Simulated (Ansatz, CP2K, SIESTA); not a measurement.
## Code comparison for LiNbSe2 (P6_3/mmc, 8 atoms in the cell)

Band-structure calculation.

```
CELL_PARAMETERS angstrom
      3.53331     0.00000     0.00000
     -1.76666     3.05994     0.00000
      0.00000     0.00000    13.54232
ATOMIC_POSITIONS crystal
  Li 0.00000 0.00000 0.00000
  Li 0.00000 0.00000 0.50000
  Nb 0.00000 0.00000 0.25000
  Nb 0.00000 0.00000 0.75000
  Se 0.33333 0.66667 0.12695
  Se 0.66667 0.33333 0.87305
  Se 0.66667 0.33333 0.62695
  Se 0.33333 0.66667 0.37305
```

Shared settings, as Ansatz (an electronic-structure program) writes them: kpoints.mp_grid.grid = 6 6 2; scf.occupations.method = fixed. Potentials and cutoffs stand in the table.

| code | model | gap along the path (eV) | smallest direct gap (eV) | cutoff |
|---|---|---|---|---|
| Ansatz | PBEsol, PAW files made with PBE | 0.60 | 1.33 | default |
| CP2K | PBEsol, GPW, DZVP-MOLOPT-SR-GTH basis, GTH-PBE potentials (GTH_POTENTIALS) | 0.62 | 1.37 | grid 500 Ry |
| SIESTA | GGA PBEsol, numerical atomic orbitals DZP, PseudoDojo PBEsol standard norm-conserving potentials (rewritten from UPF to PSML) | 0.69 | 1.31 | grid 350 Ry |

The spread over the programs that give each value: gap along the path within 0.09 eV; smallest direct gap within 0.06 eV.

CP2K and SIESTA use small atom-centred bases, whose incompleteness enters pressures, forces and empty levels differently from a plane-wave cutoff.

The starting cell comes from a database of computed structures (which also holds hypothetical and non-ambient phases and stackings), without a prior relaxation at this level.

Left out of this page: Quantum ESPRESSO (not drawn, or without a comparable value).

Keys are those of Ansatz 0.2.
